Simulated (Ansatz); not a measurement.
The starting structures come from a database of crystals and need not be the phases stable at ambient conditions.

 Where the default PAW files enter, the runs use the earlier of Ansatz's two default sets.

The decay constant κ of evanescent states in the gap governs leakage through a thin film.

Data:

```
CaZrGeO5
1.0
    5.67178     0.00000     0.00000
   -1.72106     5.55891     0.00000
    1.57174     2.41464     6.97297
Ca Zr Ge O
2 2 2 10
Direct
  0.15760   0.82327   0.22182
  0.84240   0.17673   0.77818
  0.50000   0.50000   0.50000
  0.50000   0.50000   0.00000
  0.18370   0.82451   0.74948
  0.81630   0.17549   0.25052
  0.59814   0.42418   0.74971
  0.40186   0.57582   0.25029
  0.89305   0.75371   0.93415
  0.10695   0.24629   0.06585
  0.22072   0.12336   0.59569
  0.77928   0.87664   0.40431
  0.81496   0.39330   0.37803
  0.18504   0.60670   0.62197
  0.57918   0.16543   0.12712
  0.42082   0.83457   0.87288
```

Space group of this cell: P-1. The cell is taken as given; by PBEsol its mean pressure is -5.6 GPa.

Transport runs along the normal of the first two printed cell vectors.

No gap correction and no spin-orbit coupling; mid-gap values are interpolated between computed energies.

**Question.** Give the band gap and the smallest decay constant κ at mid-gap that PBEsol run with Ansatz (an electronic-structure program) yields.

**Answer.** Gap 3.65 eV on a 6×6×6 mesh; κ = 0.313 1/Å, at the zone centre.
